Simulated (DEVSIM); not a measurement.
System: Si n-p junction from an implanted or diffused profile, at 250 K.

| layer (left to right) | material | thickness (μm) | Na (cm⁻³) | τn (s) | τp (s) |
|---|---|---|---|---|---|
| 1 | Si | 3.50 | 7.2e15 | 3.2e-7 | 3.2e-7 |

Added donor profile: 9.2e18 cm⁻³ × exp(−(x − 0.033 μm)²/(2·(0.05 μm)²)). Left contact: ohmic. Right contact: ohmic. Voltage is applied to the left contact. Recombination: SRH at mid-gap. Gap narrowing is on: ΔEg = 6.92 meV × (l + √(l² + 0.5)), l = ln(N/1.3e17 cm⁻³), shared equally by both band edges. Mobility is μmin + (μ − μmin)/(1 + (N/Nref)^α).

The device is made up for the run: typed textbook-type constants, with dimensions and the other settings drawn at random. Values at 300 K; Nc and Nv go as T^1.5, mobilities as T to minus their exponent, the gap by Varshni's rule with the affinity fixed.

| parameter | Si |
|---|---|
| gap (eV) | 1.124 |
| affinity (eV) | 4.05 |
| permittivity | 11.7 |
| Nc (cm⁻³) | 2.86e19 |
| Nv (cm⁻³) | 3.1e19 |
| μn (cm²/Vs) | 1417 |
| μp (cm²/Vs) | 470 |
| μn,min | 52 |
| μp,min | 45 |
| Nref,n | 9.7e16 |
| Nref,p | 2.2e17 |
| αn | 0.68 |
| αp | 0.72 |
| T exponent of μn | 2.3 |
| T exponent of μp | 2.2 |
| Varshni α (eV/K) | 0.000473 |
| Varshni β (K) | 636 |

Simulated with DEVSIM: 1D drift-diffusion, Boltzmann statistics, complete ionisation; no tunnelling, impact ionisation, image-force lowering or self-heating.

The temperature was swept, all else fixed.

```csv
temperature (K),dark forward voltage at 1 A/cm² (V),potential step across the device at zero bias (V),dark forward voltage at 100 A/cm² (V)
250,0.681,0.910,0.788
300,0.570,0.844,0.698
350,0.456,0.775,0.608
400,0.340,0.703,0.516
450,0.223,0.629,0.423
500,0.108,0.552,0.328
```

From the first row to the last the dark forward voltage at 1 A/cm² goes from 0.681 to 0.108. From the first row to the last the potential step across the device at zero bias goes from 0.910 to 0.552.
